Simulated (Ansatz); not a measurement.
**La (model structure, started from the diamond type, Fd-3m, No. 227, 2 atoms in the cell)**

Level of theory: LDA in Ansatz (PAW).

Numerical settings: plane-wave cutoff 520 eV, 14×14×14 k mesh, Fermi–Dirac smearing 0.05 eV, scalar-relativistic PAW data made under PBE.

Cell (relaxed at this level):

```cif
data_La2
_chemical_formula_sum 'La2'
_space_group_name_H-M_alt 'P 1'
_space_group_IT_number 1
_cell_length_a 4.60494
_cell_length_b 4.60494
_cell_length_c 4.60494
_cell_angle_alpha 60.000
_cell_angle_beta 60.000
_cell_angle_gamma 60.000
loop_
_space_group_symop_operation_xyz
  'x, y, z'
loop_
_atom_site_label
_atom_site_type_symbol
_atom_site_fract_x
_atom_site_fract_y
_atom_site_fract_z
_atom_site_occupancy
La1 La 0.25000 0.25000 0.25000 1
La2 La 0.00000 0.00000 0.00000 1
```

For La (model structure, started from the diamond type, Fd-3m, No. 227, 2 atoms in the cell), the band gap comes out as zero (no gap). The bulk modulus B0 is 60.1 GPa.

Note: the bulk modulus is −V dP/dV from two relaxed cells at ±2 % in volume; the relaxation could raise the start's symmetry but not lower it, so the cell can be a saddle point.

Spin–orbit coupling is not included.

The computed numbers hold no vibrational or temperature effects.

Cost on a shared machine: around 100 core-seconds (rough).

A model structure was made by putting elements into a prototype or built by hand; it is no filed structure, need not be a known phase, and can be a saddle point held by its symmetry.

Ansatz is a first-principles code.
